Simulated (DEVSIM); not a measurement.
Device: Schottky contact on p-type Ge, at 300 K.

```tsv
layer (left to right)	material	thickness (μm)	Na (cm⁻³)	τn (s)	τp (s)
1	Ge	0.350	5.9e16	0.0005	0.0005
```

Left contact: Schottky, work function 4.294 eV, emission velocity 1.8e6 cm/s. Right contact: ohmic. Voltage is applied to the left contact. Recombination: SRH at mid-gap, radiative. Mobility is constant in doping.

Constants are typed, rounded textbook-type inputs, not results; the design itself was drawn at random and stands for no fabricated device. Values at 300 K; Nc and Nv go as T^1.5, mobilities as T to minus their exponent, the gap by Varshni's rule with the affinity fixed.

```csv
parameter,Ge
gap (eV),0.664
affinity (eV),4
permittivity,16
Nc (cm⁻³),1.04e19
Nv (cm⁻³),6e18
μn (cm²/Vs),3900
μp (cm²/Vs),1900
T exponent of μn,1.66
T exponent of μp,2.33
B (cm³/s),6.4e-14
Varshni α (eV/K),0.000477
Varshni β (K),235
```

Model (solved in DEVSIM): 1D drift-diffusion, Boltzmann statistics, complete ionisation; no tunnelling, impact ionisation, image-force lowering or self-heating. Metal contacts follow the ideal Schottky-Mott rule: no Fermi-level pinning, no interface dipoles.

The temperature was swept, all else fixed.

```
temperature (K)  largest field in the device at zero bias (V/cm)  potential step across the device at zero bias (V)
---------------  -----------------------------------------------  -------------------------------------------------
250                                                        60000                                              0.295
300                                                        54000                                              0.251
350                                                        48000                                              0.204
400                                                        40000                                              0.156
450                                                        32000                                              0.107
500                                                        22000                                              0.060
```

From the first row to the last the largest field in the device at zero bias goes from 60000 to 22000. From the first row to the last the potential step across the device at zero bias goes from 0.295 to 0.060.
